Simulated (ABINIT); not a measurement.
Worked example: self-consistent single point of CoAl (P1, 2 atoms in the cell) in ABINIT.

Computed with PBE, norm-conserving pseudopotentials (PseudoDojo nc-sr-05 PBE standard) (plane waves; ABINIT 10.0.3).

The change in words: lattice scaled by 0.98. Reference geometry:
```yaml
crystal:
  lattice:
    - [2.86000, 0.00000, 0.00000]
    - [0.00000, 2.86000, 0.00000]
    - [0.00000, 0.00000, 2.86000]
  atoms:
    - { symbol: Al, position: [0.49913, 0.50152, 0.49022] }
    - { symbol: Co, position: [0.00087, 0.99848, 0.00978] }
```

Reference input (self-consistent single point, DFT, PBE, plane waves, norm-conserving pseudopotentials (PseudoDojo nc-sr-05 PBE standard)): pseudos = [Al.upf, Co.upf]; ecut = 48 Ha; ixc = 11; occopt = 7; tsmear = 0.136 eV; ngkpt = 8 8 8; nshiftk = 1; shiftk = 0 0 0; potentials = PseudoDojo nc-sr-05 PBE standard; nband = 15; kptopt = 1; nstep = 100. This run's input differs from it in these lines:

```diff
@@ -5,5 +5,5 @@
 rprim
-         5.4046167164    0.0000000000    0.0000000000
-         0.0000000000    5.4046167164    0.0000000000
-         0.0000000000    0.0000000000    5.4046167164
+         5.2965243821    0.0000000000    0.0000000000
+         0.0000000000    5.2965243821    0.0000000000
+         0.0000000000    0.0000000000    5.2965243821
 natom 2
```

Output (repeated stretches shortened):

```
--- !BeginCycle
solver: {iscf: 7, nstep: 100, nline: 4, wfoptalg: 0, }
tolerances: {tolvrs: 1.00E-11, }
...

     iter   Etot(hartree)      deltaE(h)  residm     vres2
 ETOT  1  -155.03708694803    -1.550E+02 8.140E-01 6.429E+01
 ETOT  2  -154.70926796895     3.278E-01 1.581E-01 2.893E+03
 ETOT  3  -155.28120520214    -5.719E-01 1.093E-02 5.121E+02
 ETOT  4  -155.39243579806    -1.112E-01 1.024E-02 1.108E+01
 ETOT  5  -155.39314435351    -7.086E-04 3.966E-03 1.071E+01
   [... 3 lines left out ...]
 ETOT  9  -155.39545455770    -8.079E-09 7.966E-04 2.642E-04
 ETOT 10  -155.39545460954    -5.184E-08 8.105E-04 7.214E-07
 ETOT 11  -155.39545460967    -1.360E-10 5.356E-04 3.531E-10
 ETOT 12  -155.39545460968    -3.354E-12 6.859E-04 9.159E-12
 At SCF step   12       vres2   =  9.16E-12 < tolvrs=  1.00E-11 =>converged.

 Cartesian components of stress tensor (hartree/bohr^3)
  sigma(1 1)= -3.65058990E-04  sigma(3 2)=  3.20763247E-06
  sigma(2 2)= -3.64922108E-04  sigma(3 1)= -1.83090573E-06
  sigma(3 3)= -3.56778701E-04  sigma(2 1)=  2.88359185E-07

 ----iterations are completed or convergence reached----

 reduced coordinates (array xred) for    2 atoms
       0.499132000000      0.501521000000      0.490224000000
       0.000868000000      0.998479000000      0.009776000000
 cartesian forces (eV/Angstrom) at end:
    1      0.04318358629115    -0.07565729214044     0.48183246453694
    2     -0.04318358629115     0.07565729214044    -0.48183246453694
 frms,max,avg= 2.8269617E-01 4.8183246E-01  -1.541E-08 -4.634E-07  7.420E-07 e/A
   [... lines left out ...]
 Fermi (or HOMO) energy (eV) =  11.39988   Average Vxc (eV)= -12.65992
   [... lines left out ...]
total_energy        : -1.55395454609678E+02
total_energy_eV     : -4.22852536548315E+03
band_energy         : -1.27915825342189E+01
...

-Cartesian components of stress tensor (GPa)         [Pressure=  1.0658E+01 GPa]
- sigma(1 1)= -1.07404045E+01  sigma(3 2)=  9.43717895E-02
- sigma(2 2)= -1.07363773E+01  sigma(3 1)= -5.38670972E-02
- sigma(3 3)= -1.04967900E+01  sigma(2 1)=  8.48381868E-03

 Calculation completed.
```

The run converged in 12 iterations. Against the reference run the free energy rises by 19.0 meV/atom, the pressure goes from -1.29 to 10.66 GPa and the largest force goes from 0.404 to 0.490 eV/Å.

The starting cell has typed, rounded lattice constants, without a prior relaxation at this level. Its atoms were displaced at random from the sites of space group no. 221. For this run, on top of that: lattice scaled by 0.98. Spin polarisation is off. With a pressure of about 11 GPa the cell is away from its equilibrium volume at this level.

Cost on one core of a shared machine: roughly 5 min.
